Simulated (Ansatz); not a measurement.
## Mg₂BeN₂ (model structure, started from the Ca2ZnN2 type, I4/mmm, No. 139, 5 atoms in the cell)

Method: PBE in Ansatz (plane waves, PAW).

Settings: plane-wave cutoff 520 eV, 14×14×14 k mesh, Fermi–Dirac smearing 0.01 eV, scalar-relativistic PAW data made under PBE.

Cell (relaxed at this level):

```cif
data_Be2Mg4N4
_chemical_formula_sum 'Mg4 Be2 N4'
_space_group_name_H-M_alt 'I4/mmm'
_space_group_IT_number 139
_space_group_name_Hall '-I 4 2'
_cell_length_a 3.13870
_cell_length_b 3.13870
_cell_length_c 11.03066
_cell_angle_alpha 90.000
_cell_angle_beta 90.000
_cell_angle_gamma 90.000
loop_
_atom_site_label
_atom_site_type_symbol
_atom_site_symmetry_multiplicity
_atom_site_Wyckoff_symbol
_atom_site_fract_x
_atom_site_fract_y
_atom_site_fract_z
_atom_site_occupancy
Mg1 Mg 4 e 0.00000 0.00000 0.33586 1
Be1 Be 2 a 0.00000 0.00000 0.00000 1
N1 N 4 e 0.00000 0.00000 0.13910 1
```
(The calculation used a cell of 5 atoms; values per cell refer to that cell.)

| Quantity | Result |
|---|---|
| band gap | 0.92 eV (indirect) |
| smallest direct gap on the k points sampled | 1.54 eV |

Note: the relaxation could raise the start's symmetry but not lower it, so the cell can be a saddle point.

Computed values are for the static lattice.

A model structure was made by putting elements into a prototype or built by hand; it is no filed structure, need not be a known phase, and can be a saddle point held by its symmetry.

Ansatz is a program for electronic structure.
